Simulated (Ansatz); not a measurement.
Ansatz (a quantum-chemistry and plane-wave program) run on the (001) slab of Te (cut from a parent of space group no. 152; 6 atoms in the cell): self-consistent single point.

Level of theory: LDA (PW92), default PAW files made with PBE (plane waves; Ansatz).

```xyz
6
Lattice="4.4377 0.0000 0.0000 -2.2189 3.8432 0.0000 0.0000 0.0000 23.8339" Properties=species:S:1:pos:R:3 pbc="T T T"
Te    -0.5836     1.0108     8.9668
Te     1.6353     2.8324    10.9336
Te     1.1671     0.0000     7.0000
Te    -0.5836     1.0108    14.8672
Te     1.6353     2.8324    16.8339
Te     1.1671     0.0000    12.9004
```

Reference input (self-consistent single point, DFT, LDA (PW92), plane waves, default PAW files made with PBE): basis.ecutwfc = 420 eV; kpoints.mp_grid.grid = 5 5 1; hamiltonian.xc = lda; hamiltonian.pseudopotentials = {kind: paw} (the program's default PAW files); scf.occupations.method = fermi_dirac; scf.occupations.width = 0.02 eV. This run's input differs from it in these lines:

Ansatz 0.2 input:
```diff
@@ -14,3 +14,3 @@
 basis:
-  ecutwfc: 420.0 eV
+  ecutwfc: 250.0 eV
 kpoints:
```

Output (repeated stretches shortened):

```
SCF iter   1: F=—  HF=-40956.943106 eV  |F-HF|=—  |Δ(HF+E_count)|=         —  Δρ=1.02e-2  dr2=1.82e-1  ethr=1.77e-3  ⟨swp⟩=9.0  Hψ=2238  notcnv=0  defer=1
all-band conjugate gradients solve this SCF's bands
preconditioner: auto → LDOS
SCF iter   2: F=—  HF=-40956.801747 eV  |F-HF|=—  |Δ(HF+E_count)|=   1.41e-1  Δρ=4.66e-3  dr2=1.13e-1  ethr=1.89e-4  ⟨swp⟩=2.9  Hψ=1118  notcnv=0  defer=33
   [... lines left out ...]
SCF iter   5: F=—  HF=-40956.733056 eV  |F-HF|=—  |Δ(HF+E_count)|=   1.81e-4  Δρ=4.53e-5  dr2=1.49e-5  ethr=7.69e-7  ⟨swp⟩=3.0  Hψ=922  notcnv=0  defer=33
SCF iter   6: F=—  HF=-40956.732974 eV  |F-HF|=—  |Δ(HF+E_count)|=   8.12e-5  Δρ=2.14e-5  dr2=6.63e-6  ethr=1.55e-8  ⟨swp⟩=3.0  Hψ=966  notcnv=0  defer=33
SCF iter   7: F=—  HF=-40956.732974 eV  |F-HF|=—  |Δ(HF+E_count)|=   1.23e-7  Δρ=5.77e-6  dr2=1.60e-7  ethr=6.91e-9  ⟨swp⟩=2.1  Hψ=592  notcnv=0  defer=33
SCF iter   8: F=-40956.732974 eV  HF=-40956.732974 eV  |F-HF|=3.04e-9  |Δ(HF+E_count)|=   5.79e-8  Δρ=1.72e-6  dr2=1.31e-8  ethr=1.04e-10  ⟨swp⟩=13.4  Hψ=2124  notcnv=0
SCF 1 converged in 8 iterations: F = -40956.732974 eV  dr2 = 1.31e-8
Free energy (F): -40956.732974 eV
Internal energy: -40956.729446 eV  (E = F + TS)
E sigma→0 (E₀):  -40956.731210 eV
Entropy (-TS):   -0.003529 eV (-0.588 meV/atom)
Fermi energy:    1.382548 eV
--- Forces (eV/Å), atoms counted from 1 ---
  atom   1  Te     0.25915469     0.25762590    -0.77014190
  atom   2  Te    -0.39878258    -0.59426374    -0.51413152
  atom   3  Te    -0.12683699     0.18279460     0.98214139
  atom   4  Te    -0.35268792    -0.09562159     0.77014190
  atom   5  Te    -0.09488627     0.20124135    -0.98214139
  atom   6  Te     0.71403878     0.04822397     0.51413152
--- Stress (GPa, compression-positive) ---
       -1.817346      -0.118882      -0.220484
       -0.118882      -1.680073      -0.127296
       -0.220484      -0.127296      -1.627826
  P = ⅓ Tr σ = -1.7084 GPa (-17.084 kbar)
  The stress holds the Pulay correction. Without it, at fixed plane waves, as pw.x and ABINIT print it: P = -16.6804 GPa
```

The run converged in 8 iterations. Against the reference run the free energy goes up by 788 meV/atom and the largest force goes from 0.993 to 1.007 eV/Å.

The starting cell has typed, rounded lattice constants, without a prior relaxation at this level. The slab is cut from that crystal, and its faces are unrelaxed. Its lattice was rescaled by up to half a per cent. Spin-orbit coupling is off. Spin polarisation is off, though cut faces can carry moments; the slab shows no gap. Forces in this geometry exceed 1 eV/Å. The cutoff lies below the one recommended for these files.
